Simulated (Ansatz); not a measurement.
Start from SrZrO3 in the cubic perovskite structure (space group Pm-3m, No. 221; a = 4.130 Å).

Levels (all Ansatz, a first-principles code, PAW): PBEsol (420 eV, no spin-orbit coupling); HSE06 (420 eV, no spin-orbit coupling).

Its gap is 3.31 eV with PBEsol and 4.90 eV with HSE06.

One thing is altered: cell and atoms relaxed at a pressure of 10 GPa.

With PBEsol the gap becomes 3.41 eV.

Q: If the HSE06 correction stayed the same, what would the HSE06 gap be, and what does the HSE06 run give?

A: A rigid correction of +1.59 eV gives 5.00 eV. The HSE06 run gives 5.03 eV, so the two effects roughly add.

Single points use the geometry relaxed with PBEsol. HSE06 was sampled on its mesh, a few special points and the semilocal edge points, so its gap is an upper bound. Load acts through the strain it causes; cell and atoms are relaxed under it. Whether these cells are dynamically stable was not tested. No other phases were tried under pressure. Many cubic perovskites are stable only at high temperature; tilts and polar distortions were not tested.
